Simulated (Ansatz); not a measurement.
The starting structures come from a database of crystals and need not be the phases stable at ambient conditions.

The decay constant κ of evanescent states in the gap governs leakage through a thin film.

Data:

```
CELL_PARAMETERS angstrom
      5.57566     0.00000     0.00000
      2.78783     4.91544     0.00000
      2.78783     1.58114     4.56245
ATOMIC_POSITIONS crystal
  Ta 0.00000 0.00000 0.00000
  Ta 0.50000 0.50000 0.50000
  Ag 0.75000 0.75000 0.75000
  Ag 0.25000 0.25000 0.25000
  O  0.25000 0.25000 0.80653
  O  0.75000 0.75000 0.19347
  O  0.69347 0.25000 0.25000
  O  0.30653 0.75000 0.75000
  O  0.80653 0.25000 0.69347
  O  0.19347 0.75000 0.30653
```

Space group of this cell: R-3c. The cell is taken as given; by r2SCAN its mean pressure is -6.7 GPa.

Transport runs along the normal of the first two printed cell vectors, the (101) plane of the conventional cell.

The gap is the functional's own, uncorrected, and κ follows it; spin-orbit coupling is left out. Mid-gap values are interpolated between the computed energies.

Q: Predict the band gap and the smallest decay constant κ at mid-gap from r2SCAN (Ansatz, an electronic-structure program).

A: Gap 2.29 eV on a 8×8×8 mesh; κ = 0.261 1/Å, at the zone centre.
